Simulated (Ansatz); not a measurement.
Take Pb in the fcc (Cu type) structure (space group Fm-3m, No. 225) as the base.

```
CELL_PARAMETERS angstrom
      0.00000     2.49546     2.49546
      2.49546     0.00000     2.49546
      2.49546     2.49546     0.00000
ATOMIC_POSITIONS crystal
  Pb 0.00000 0.00000 0.00000
```

Cartesian axes are those of the cell as printed.

Method: Ansatz (a program for electronic structure) r2SCAN, no spin-orbit coupling.

One thing is altered: a free-standing slab of 7 layers (7 atoms, 1 a layer) is cut normal to [111], with 15 Å of vacuum and the in-plane cell held at bulk.

### Question
What happens to the excess energy per area of both faces?

### Answer
The excess energy per area of both faces (slab less bulk energy over the cell's area: twice a surface energy) amounts to 0.6 J/m² (uncertain by up to 0.1 J/m²).

### Question
Estimate the effect on the change of the spacing d12 from its bulk value of 2.882 Å.

### Answer
The change of the spacing d12 from its bulk value of 2.882 Å is -7.4 %.

Slab and bulk use different k-meshes, which limits the precision of the excess energy. Whether these cells are dynamically stable was not tested.
